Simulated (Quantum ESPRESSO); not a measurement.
# What a tighter setting buys: ecutwfc, Ag₃O (P-31m, 8 atoms in the cell)

Cell: a = 5.3180 Å, b = 5.3180 Å, c = 4.9510 Å, α = 90.00°, β = 90.00°, γ = 120.00°.

Method: PBEsol, GBRV 1.5 ultrasoft (PBESOL) pseudopotentials (plane waves; Quantum ESPRESSO 7.5).

Base settings: ecutwfc = 40 Ry; ecutrho = 320 Ry; occupations = smearing; smearing = gauss; degauss = 0.0099958 Ry; potentials = {O: o_pbesol_v1.2.uspp.F.UPF, Ag: ag_pbesol_v1.4.uspp.F.UPF}; K_POINTS = automatic 5 5 5 0 0 0; conv_thr = 1e-11 Ry.

Misses are taken against the tightest run, 85 Ry (ecutrho: 320 Ry → default; pseudopotentials: {O: o_pbesol_v1.2.uspp.F.UPF, Ag: ag_pbesol_v1.4.uspp.F.UPF} → {O: O.upf, Ag: Ag.upf}), which need not be fully converged itself.

Core times come from one kind of shared machine and are given to one figure; runs under 30 s give none.

The starting cell comes from a database of published, mostly measured structures (it also holds non-ambient and calculated ones), without a prior relaxation at this level. In the base run, with a pressure of about -4 GPa the cell is away from its equilibrium volume at this level. The run gives no clean gap (levels at the Fermi energy touch, overlap or are partly filled at this smearing), which alone does not show that the compound is a metal.

```tsv
ecutwfc	pressure less reference (GPa)	core time / reference (rough)
40 Ry	-1.12	0.5
55 Ry (ecutrho: 320 Ry → 330 Ry; pseudopotentials: {O: o_pbesol_v1.2.uspp.F.UPF, Ag: ag_pbesol_v1.4.uspp.F.UPF} → {O: O.pbe-n-kjpaw_psl.0.1.UPF, Ag: Ag.pbe-n-kjpaw_psl.1.0.0.UPF}; input_dft: default → pbesol)	-0.86	0.5
60 Ry (ecutrho: 320 Ry → 480 Ry; pseudopotentials: {O: o_pbesol_v1.2.uspp.F.UPF, Ag: ag_pbesol_v1.4.uspp.F.UPF} → {O: O.pbe-n-kjpaw_psl.0.1.UPF, Ag: Ag_ONCV_PBE-1.0.oncvpsp.upf}; input_dft: default → pbesol)	-0.31	1.0
75 Ry (ecutrho: 320 Ry → 600 Ry; pseudopotentials: {O: o_pbesol_v1.2.uspp.F.UPF, Ag: ag_pbesol_v1.4.uspp.F.UPF} → {O: O.pbe-n-kjpaw_psl.0.1.UPF, Ag: Ag_ONCV_PBE-1.0.oncvpsp.upf}; input_dft: default → pbesol)	-0.27	1
85 Ry (ecutrho: 320 Ry → default; pseudopotentials: {O: o_pbesol_v1.2.uspp.F.UPF, Ag: ag_pbesol_v1.4.uspp.F.UPF} → {O: O.upf, Ag: Ag.upf})	0.00	1
```

Coarsest setting among those run that, with all tighter ones, holds the pressure within 1 GPa of the reference: 55 Ry (ecutrho: 320 Ry → 330 Ry; pseudopotentials: {O: o_pbesol_v1.2.uspp.F.UPF, Ag: ag_pbesol_v1.4.uspp.F.UPF} → {O: O.pbe-n-kjpaw_psl.0.1.UPF, Ag: Ag.pbe-n-kjpaw_psl.1.0.0.UPF}; input_dft: default → pbesol), off by 0.86 GPa; its saving against the reference is no more than about a factor of 2 in time.

The step from 40 Ry to 75 Ry (ecutrho: 320 Ry → 600 Ry; pseudopotentials: {O: o_pbesol_v1.2.uspp.F.UPF, Ag: ag_pbesol_v1.4.uspp.F.UPF} → {O: O.pbe-n-kjpaw_psl.0.1.UPF, Ag: Ag_ONCV_PBE-1.0.oncvpsp.upf}; input_dft: default → pbesol): it takes the miss in the pressure from 1.1 to 0.27 GPa, for roughly 2 times the time.

Left out of this page: 1 run of the series held back from this collection.
